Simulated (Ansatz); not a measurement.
**TaAs (model structure, started from the WC type, P-6m2, No. 187, 2 atoms in the cell)**

The numbers are results of PBEsol (PAW; Ansatz, an electronic-structure program), not measurements.

Run with plane-wave cutoff 520 eV, 18×18×16 k mesh (along the axes of the cell as run), Fermi–Dirac smearing 0.05 eV, scalar-relativistic PAW data made under PBE.

Cell (relaxed at this level):

```yaml
crystal:
  lattice:
    - [3.36992, 0.00000, 0.00000]
    - [-1.68496, 2.91844, 0.00000]
    - [0.00000, 0.00000, 3.45741]
  atoms:
    - { symbol: Ta, position: [0.00000, 0.00000, 0.00000] }
    - { symbol: As, position: [0.66667, 0.33333, 0.50000] }
```

```json
{
 "band_gap": "zero (no gap)",
 "bulk modulus B0": "182 GPa"
}
```

Note: the bulk modulus is −V dP/dV from two relaxed cells at ±2 % in volume; the relaxation could raise the start's symmetry but not lower it, so the cell can be a saddle point.

Spin–orbit coupling is not included; it can open a gap where bands touch, and shift volumes and moduli.

Cost on a shared machine: about 2.9 core-minutes (a rough figure).

A model structure was made by putting elements into a prototype or built by hand; it is no filed structure, need not be a known phase, and can be a saddle point held by its symmetry.
